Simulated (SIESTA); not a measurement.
Troubleshooting SIESTA: a failed run on Li2MnO2F (P1, 24 atoms in the cell). The aim is a self-consistent single point with DFT, LDA PW92, numerical atomic orbitals DZP, PseudoDojo LDA standard norm-conserving potentials (rewritten from UPF to PSML).

Cell that was meant: a = 5.2067 Å, b = 5.2067 Å, c = 9.7854 Å, α = 94.68°, β = 94.68°, γ = 120.35°.

Part of the input:

```
# files in the folder: Li.psml Mn.psml O.psml F.psml (PseudoDojo LDA standard)
SystemName  Li8Mn4O8F5
SystemLabel li2mno2f

NumberOfAtoms                25
NumberOfSpecies              4
%block ChemicalSpeciesLabel
  1 3 Li
[...]
     3.576509977    0.757484509    6.057089926  4
     1.022066784   -0.624539871    5.932690993  4
     2.489063168   -0.623984278    3.727788207  4
     3.576509977    0.757484509    6.057089926  4
%endblock AtomicCoordinatesAndAtomicSpecies

XC.functional                LDA
[...]
  22 +0.00
  23 +0.00
  24 +0.00
  25 +0.00
%endblock DM.InitSpin

MaxSCFIterations             150
```

The program printed (abridged):

```
reinit: Reading from file input.fdf

reinit: System Name: Li8Mn4O8F5
reinit: System Label: li2mno2f

NOTE on units for spin output:
{S} is the spin magnetic moment, in units of the Bohr magneton,
assuming a g-factor for the electron spin of exactly 2.
The spin magnetic moment is then numerically equal to the charge inbalance,
   [... lines left out ...]
diag: Used triangular part                          = Lower
diag: Absolute tolerance                            =  0.100E-15
diag: Orthogonalization factor                      =  0.100E-05
diag: Memory factor                                 =  1.0000

superc: Internal auxiliary supercell:     7 x     7 x     3  =     147
superc: Number of atoms, orbitals, and projectors:   3675  43071  44835

                        Single-point calculation

superc: Internal auxiliary supercell:     7 x     7 x     3  =     147
superc: Number of atoms, orbitals, and projectors:   3675  43071  44835

outcell: Unit cell vectors (Ang):
        2.589670   -4.517010    0.000000
        2.589670    4.517010    0.000000
       -1.604164    0.000000    9.653056

outcell: Cell vector modules (Ang)   :    5.206704    5.206704    9.785440
outcell: Cell angles (23,13,12) (deg):     94.6769     94.6769    120.3474
outcell: Cell volume (Ang**3)        :    225.8345
siesta: WARNING: Atoms    22    25 too close: rij =    0.000000 Ang
siesta: WARNING: Atoms    47    50 too close: rij =    0.000000 Ang
siesta: WARNING: Atoms    72    75 too close: rij =    0.000000 Ang
siesta: WARNING: Atoms    97   100 too close: rij =    0.000000 Ang
siesta: WARNING: Atoms   122   125 too close: rij =    0.000000 Ang
   [... 138 lines left out ...]
siesta: WARNING: Atoms  3597  3600 too close: rij =    0.000000 Ang
siesta: WARNING: Atoms  3622  3625 too close: rij =    0.000000 Ang
siesta: WARNING: Atoms  3647  3650 too close: rij =    0.000000 Ang
siesta: WARNING: Atoms  3672  3675 too close: rij =    0.000000 Ang
new_DM -- step:     1
Initializing Density Matrix...

Attempting to read DM from file... Failed...
DM filled with atomic data (user-defined):

InitMesh: MESH = 54 x 54 x 120 = 349920
InitMesh: Mesh cutoff (required, used) =   350.000   394.991 Ry
         281
cdiag: Error in Cholesky factorisation
cdiag: Error in Cholesky factorisation
Stopping Program from Node:    0
Stopping Program from Node:    0
```

**Question.** Read the log: what does the program object to, and what is the fix?

**Answer.** The fault is one atom entered twice; here the program stops on it instead of giving results. To fix it, remove the duplicate atom. The program stopped with an error.

The sound input it was made from differs as follows (other fixes are possible):
```diff
-SystemName  Li8Mn4O8F5
+SystemName  Li2MnO2F
-NumberOfAtoms                25
+NumberOfAtoms                24
-     3.576509977    0.757484509    6.057089926  4
-  25 +0.00
```

With that input, the run converged in 26 iterations: free energy E − TS -19675.9265 eV; Fermi level (on the code's own zero) -6.89 eV; pressure -12.04 GPa; largest force (vector length) 1.779 eV/Å; size of the cell's spin moment 15.87 μB (DFT, LDA PW92, numerical atomic orbitals DZP, PseudoDojo LDA standard norm-conserving potentials (rewritten from UPF to PSML)).

On the sound input: the starting cell comes from a database of computed structures (which also holds hypothetical and non-ambient phases and stackings), without a prior relaxation at this level. Its atoms were displaced at random from the sites of space group no. 5. The magnetic order is the one reached from the typed start; others were not searched systematically. Values carry the incompleteness of an atom-centred basis. With a pressure of about -12 GPa the cell is away from its equilibrium volume at this level. Forces in this geometry exceed 1 eV/Å.
